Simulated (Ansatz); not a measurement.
Relaxation of the outer planes of the (331) surface of fcc Au in its 1x1 cell, outermost plane spacing 0.95 Å in the ideal cut.

These are PBE (plane waves to 420 eV, PAW; Ansatz, an electronic-structure program) values and carry that method's errors.

Set-up: 12 atoms, 10.5 Å thick at the start (thin: gaps and levels are the slab's own); mesh 13x6x1; 0.1 eV smearing; dipole correction on; all atoms relaxed; held to the part of the start's symmetry that mesh and held atoms allow; no spin, no spin-orbit, no U.

```csv
plane,atoms,bulk spacing to the next (Å),relaxed spacing (Å),change (%),rumpling (Å)
1,Au,0.954,0.746,-21.7,0.00
2,Au,0.954,0.858,-10.0,0.00
```
